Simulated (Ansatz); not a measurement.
An Ansatz (a program for electronic structure) run: TiAl3 with a change (B on a Al site); DFT with PBEsol, PAW potentials and a 420 eV plane-wave cutoff in Ansatz, no spin-orbit coupling.

Input:

Ansatz 0.2 input:
```yaml
crystal:
  lattice:
    - [-5.7242887431, 5.7242887431, 4.2756465948]
    - [5.7242887431, -1.9080962477, 4.2756465948]
    - [1.9080962477, 5.7242887431, -4.2756465948]
  atoms:
    - { symbol: B, position: [0.3557794442, 0.4316236905, 0.7848648454] }
    - { symbol: Al, position: [0.6452879423, 0.5742179961, 0.2146001784] }
    - { symbol: Al, position: [0.7863672211, 0.1461580719, 0.9266441417] }
    - { symbol: Al, position: [0.5009724666, 1.0040354943, 0.5025120999] }
    - { symbol: Al, position: [0.2157851556, 0.8531203893, 0.0672792895] }
    - { symbol: Al, position: [0.9301866746, 0.7147469276, 0.643864666] }
    - { symbol: Al, position: [0.0718411829, 0.2842697742, 0.359396058] }
    - { symbol: Al, position: [0.3185177301, 0.2855886141, 0.1060604676] }
    - { symbol: Al, position: [0.6063796351, 0.4287965788, 0.534029804] }
    - { symbol: Al, position: [0.7497429253, 1.0058772627, 0.2522707351] }
    - { symbol: Al, position: [0.4649205332, 0.8607041207, 0.824189949] }
    - { symbol: Al, position: [0.1798640667, 0.7133979163, 0.3967853484] }
    - { symbol: Al, position: [0.891261494, 0.5700119814, 0.9619963464] }
    - { symbol: Al, position: [0.0368453569, 0.1423664285, 0.6775804886] }
    - { symbol: Al, position: [0.1108667495, 0.4315342062, 0.0356362613] }
    - { symbol: Al, position: [0.395760776, 0.5734870318, 0.4645140863] }
    - { symbol: Al, position: [0.5373694866, 0.141817045, 0.171129079] }
    - { symbol: Al, position: [0.2535350178, 1.0022656216, 0.7478384769] }
    - { symbol: Al, position: [0.9672891744, 0.8554283789, 0.3175674409] }
    - { symbol: Al, position: [0.6740377843, 0.7082713113, 0.8888193982] }
    - { symbol: Al, position: [0.8202786603, 0.2891508679, 0.6055854074] }
    - { symbol: Ti, position: [-0.0018614393, -0.0037803912, -0.008593592] }
    - { symbol: Ti, position: [0.2797973322, 0.137908425, 0.4294220889] }
    - { symbol: Ti, position: [0.430398397, 0.7125603637, 0.1407512074] }
    - { symbol: Ti, position: [0.1404698193, 0.5674089398, 0.711701778] }
    - { symbol: Ti, position: [0.8535003994, 0.4280072991, 0.2847813478] }
    - { symbol: Ti, position: [0.5682715101, 0.2844365037, 0.8584628526] }
    - { symbol: Ti, position: [0.7137257542, 0.8582890679, 0.5709700304] }
basis: { ecutwfc: 420, ecutrho_ratio: 4, xc_grid: 2, fft_grid_basis: typed }
kpoints: { mp_grid: { grid: [4, 5, 5] } }
hamiltonian:
  xc: pbesol
  dispersion: none
  pseudopotentials: { kind: paw }
scf: { occupations: { method: fermi_dirac, width: 0.05 }, convergence: { dr2_threshold: 0.0000000028 } }
relax: { f_tol: 0.02, max_steps: 45 }
output: { forces: true, stress: true }
checkpoint: { write: state.ck, write_every: 1000 }
```

Output (explanatory and most iteration lines left out):

```
Relaxation: its limit of steps is 45 (relax.max_steps)
Pseudopotential: B, paw, valence charge 3
Pseudopotential: Al, paw, valence charge 3
Pseudopotential: Ti, paw, valence charge 12
Crystal: 28 atoms, lattice volume = 435.873 Å³
Basis set: ecut = 420 eV, 8493 PW (Γ), exchange–correlation on 128×100×100 points (8 copies of the dense FFT grid, shifted against one another)
Bands: 102, of which v1, the nominal top of the filled ones, is band 74 counted from 1 (73 counted from 0)
Symmetry: 1 space group operations
Space group: P1 (ITA 1), of the structure as read, at distance tolerance 7.6e-5 Å
k-points: 51 of 100 (time reversal used)
Functional: x = pbesol(κ = 0.804, μ = 0.12345679012345678), c = pbesol(β = 0.046)
SCF iter   1: F=—  HF=-27970.012044 eV  |F-HF|=—  |Δ(HF+E_count)|=         —  Δρ=5.14e-3  dr2=1.40e-1  ethr=1.77e-3  ⟨swp⟩=6.9  Hψ=24500  notcnv=0  defer=121
SCF iter   2: F=—  HF=-27969.989249 eV  |F-HF|=—  |Δ(HF+E_count)|=   2.28e-2  Δρ=2.06e-3  dr2=2.41e-2  ethr=9.51e-5  ⟨swp⟩=2.1  Hψ=7168  notcnv=0  defer=591
SCF 1 converged in 7 iterations: F = -27969.984723 eV  dr2 = 2.44e-9
relax step   1: F+E_penalty+E_count = -27969.98472288 eV  Δ(F+E_penalty+E_count) = +0.000e0 eV  max|allowed force component| = 1.052e0 eV/Å  Δτ_max = 0.0000 Å  (7 SCF iters, accepted)
Crystal: 28 atoms, lattice volume = 435.873 Å³
SCF iter   1: F=—  HF=-27970.960043 eV  |F-HF|=—  |Δ(HF+E_count)|=         —  Δρ=1.13e-2  dr2=2.25e0  ethr=1.50e-3  ⟨swp⟩=1.2  Hψ=19767  notcnv=0  defer=549
SCF iter   2: F=—  HF=-27970.692962 eV  |F-HF|=—  |Δ(HF+E_count)|=   2.67e-1  Δρ=6.18e-3  dr2=8.17e-1  ethr=1.50e-3  ⟨swp⟩=1.3  Hψ=4643  notcnv=0  defer=549
SCF 2 converged in 9 iterations: F = -27970.543082 eV  dr2 = 2.02e-10
relax step   2: F+E_penalty+E_count = -27970.54308204 eV  Δ(F+E_penalty+E_count) = -5.584e-1 eV  max|allowed force component| = 4.534e-1 eV/Å  Δτ_max = 0.1971 Å  (9 SCF iters, accepted)
Crystal: 28 atoms, lattice volume = 435.873 Å³
SCF iter   1: F=—  HF=-27970.653844 eV  |F-HF|=—  |Δ(HF+E_count)|=         —  Δρ=5.09e-3  dr2=3.45e-1  ethr=2.37e-4  ⟨swp⟩=1.4  Hψ=15418  notcnv=0  defer=626
SCF iter   2: F=—  HF=-27970.618144 eV  |F-HF|=—  |Δ(HF+E_count)|=   3.57e-2  Δρ=2.57e-3  dr2=1.01e-1  ethr=2.35e-4  ⟨swp⟩=1.3  Hψ=4589  notcnv=0  defer=626
SCF 3 converged in 8 iterations: F = -27970.602227 eV  dr2 = 4.06e-10
relax step   3: F+E_penalty+E_count = -27970.60222724 eV  Δ(F+E_penalty+E_count) = -5.915e-2 eV  max|allowed force component| = 1.780e-1 eV/Å  Δτ_max = 0.0740 Å  (8 SCF iters, accepted)
Crystal: 28 atoms, lattice volume = 435.873 Å³
SCF iter   1: F=—  HF=-27970.610909 eV  |F-HF|=—  |Δ(HF+E_count)|=         —  Δρ=9.47e-4  dr2=1.02e-2  ethr=1.41e-4  ⟨swp⟩=2.2  Hψ=8940  notcnv=0  defer=630
SCF iter   2: F=—  HF=-27970.609817 eV  |F-HF|=—  |Δ(HF+E_count)|=   1.09e-3  Δρ=4.98e-4  dr2=3.45e-3  ethr=6.94e-6  ⟨swp⟩=1.1  Hψ=6026  notcnv=0  defer=626
SCF 4 converged in 7 iterations: F = -27970.609225 eV  dr2 = 3.09e-10
relax step   4: F+E_penalty+E_count = -27970.60922465 eV  Δ(F+E_penalty+E_count) = -6.997e-3 eV  max|allowed force component| = 1.286e-2 eV/Å  Δτ_max = 0.0177 Å  (7 SCF iters, accepted)
SCF converged after 7 iterations
Free energy (F): -27970.609225 eV
Internal energy: -27970.518141 eV  (E = F + TS)
E sigma→0 (E₀):  -27970.563683 eV
Entropy (-TS):   -0.091083 eV (-3.253 meV/atom)
[...]
--- Stress (GPa, compression-positive) ---
       -3.393086       0.091169      -0.004223
        0.091169      -3.407363       0.005548
       -0.004223       0.005548      -0.414406
  P = ⅓ Tr σ = -2.4050 GPa (-24.050 kbar)
--- Relaxed structure (4 steps of the walk, 4 accepted, 0 SCFs on fresh bases) ---
  atoms:
    - { symbol: B, position: [0.3571924633622591, 0.4287874430582132, 0.7845408430538827] }
    - { symbol: Al, position: [0.6429153107973108, 0.5712568888964862, 0.2105773291523702] }
    - { symbol: Al, position: [0.781079349261751, 0.14632735998701604, 0.9249699356578345] }
    - { symbol: Al, position: [0.49822150298614737, 0.9942511543172703, 0.4905753649762266] }
    - { symbol: Al, position: [0.2158133495953766, 0.8630240760243618, 0.07878539966614845] }
    - { symbol: Al, position: [0.9329864566368538, 0.7109174299617986, 0.6443145965703319] }
    - { symbol: Al, position: [0.07118549581709975, 0.2860649429400187, 0.358844907131725] }
    - { symbol: Al, position: [0.3175528269520934, 0.2842422691605481, 0.10606692402524241] }
    - { symbol: Al, position: [0.6091465955260885, 0.43204420089998713, 0.5327200978256816] }
    - { symbol: Al, position: [0.7488186237063184, 0.9989284230535016, 0.2456440907530275] }
    - { symbol: Al, position: [0.46581918213042517, 0.8579641950242889, 0.8162767502246312] }
    - { symbol: Al, position: [0.1794653518685923, 0.7129345501768198, 0.3934751304333855] }
    - { symbol: Al, position: [0.8934834954404308, 0.5727703352861386, 0.9644802641237364] }
    - { symbol: Al, position: [0.03582978438038764, 0.14205722549677166, 0.6833225045115927] }
    - { symbol: Al, position: [0.10500960045058072, 0.425300899663154, 0.03657099806726952] }
    - { symbol: Al, position: [0.3964785625189145, 0.5729854371333796, 0.46336199108575116] }
    - { symbol: Al, position: [0.5346054345509134, 0.1442772516587181, 0.17590679510489332] }
    - { symbol: Al, position: [0.2482522820424266, 0.9993312805088235, 0.7530613231596671] }
    - { symbol: Al, position: [0.965268499692741, 0.8582190532865411, 0.3236739448945357] }
    - { symbol: Al, position: [0.6781843220429447, 0.7150807486872454, 0.8859796863529202] }
    - { symbol: Al, position: [0.8205853458241006, 0.2844609008531055, 0.6047848512729306] }
    - { symbol: Ti, position: [-0.0019331512409506246, 0.0003479151367275443, 0.000993609933070616] }
    - { symbol: Ti, position: [0.2910718753114539, 0.16592255133756156, 0.45751846246769945] }
    - { symbol: Ti, position: [0.4230076919729958, 0.691321194211908, 0.11181437813771847] }
    - { symbol: Ti, position: [0.16094403677190391, 0.5613808845220138, 0.7219449241440172] }
    - { symbol: Ti, position: [0.8570316867847729, 0.4286051742921291, 0.2846319866129005] }
    - { symbol: Ti, position: [0.553152804219614, 0.2959096631123366, 0.8474492298439584] }
    - { symbol: Ti, position: [0.7160224709964536, 0.8569864684131343, 0.5683739619168515] }
```

The cell is small, so the values are those of an ordered compound at a high defect concentration; dilute-limit values will differ. The final runs are not spin-polarised. The cell was made from TiAl3 (space group I4/mmm, No. 139) by this change: B on a Al site. The defect cell is not spin-polarised.
